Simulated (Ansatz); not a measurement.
System: L1₀ (CuAu-type) CuAu. Method: PBE in Ansatz (PAW).

Total energies, extrapolated to zero smearing (they compare only within this program, potentials and cutoff; free atoms with spin allowed, lowest state found):

| system | energy (eV/atom) |
|---|---|
| L1₀ (CuAu-type) CuAu, relaxed | -9887.3049 |
| free Cu atom | -6621.6532 |
| free Au atom | -13146.2831 |

Question: Work out the cohesive energy per atom.

Answer: E_coh = [1 × (-6621.6532) + 1 × (-13146.2831)]/2 − (-9887.3049) = 3.34 eV/atom. The reference value is 3.74 eV/atom (measured, temperature not stated, from measured formation enthalpy and elemental cohesive energies; zero-point energy not added; as tabulated in Nepal et al. (2019), arXiv:1905.09348), not set against a level without spin–orbit coupling.

Spin–orbit coupling, which matters for such heavy atoms, is left out.

The PAW data were made under PBE.

Ansatz is an electronic-structure program.
